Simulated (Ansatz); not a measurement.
# KMgF3: band gap against strain

KMgF3 (cubic perovskite, Pm-3m, 12.717 Å³/atom at rest, cube axes along x, y and z) under an equal strain ε along all three axes. PBEsol in Ansatz, a plane-wave DFT program (PAW, default set), 420 eV, 8×8×8 Γ-centred mesh, Fermi-Dirac smearing 0.05 eV; ions are relaxed within the symmetry of each cell. Gaps are the smallest over the k-mesh and a band path, without spin-orbit coupling; in all rows the valence edge lies at about 1.4 Å⁻¹ from Γ and the conduction edge at Γ.

Here s stands for strain and Eg for gap.

| strain (%) | gap (eV) |
|---|---|
| -1.20 | 7.39 |
| -0.60 | 7.25 |
| 0.00 | 7.12 |
| 0.60 | 6.99 |
| 1.20 | 6.86 |
| 3.00 | ? |

Fit Eg of the 5 rows that show it with a straight line. Means: s 0, Eg 7.122. About the means, the sum of products is -0.79200 and the sum of squares of s is 3.6000; the slope is their ratio. Least squares gives Eg = 7.122 - 0.2200·s. Residuals (row less fit): 0.004, -0.004, -0.002, 0.000, 0.002; standard error 0.004 (degrees of freedom: 3). Over these rows the gap moves by -22 ± 0.2 eV per unit strain, or -7.3 eV per unit of ln V.

Estimate the missing Eg (s = 3.00); what did the run itself give?

Eg = 7.122 - 0.2200 × 3.0 = 6.462 eV. The calculation gives 6.50 eV, 0.038 eV above the prediction (4.3 % of the range of Eg in the table). The row lies outside the fitted rows, so this is an extrapolation. The fitted rows scatter only by rounding.

One order more, fitted to all 11 runs of the series, follows each within 0.01, so the miss is the next term of a smooth law. The primitive cell can neither tilt nor turn polar against its symmetry, as such crystals can under strain. Rows are the converged runs of the series near zero and its far end; series whose fitted rows scatter by over a few per cent of the range, as at a crossing or softening among them, aren't shown in this form. Most that stay on the fit to the last digits aren't either.
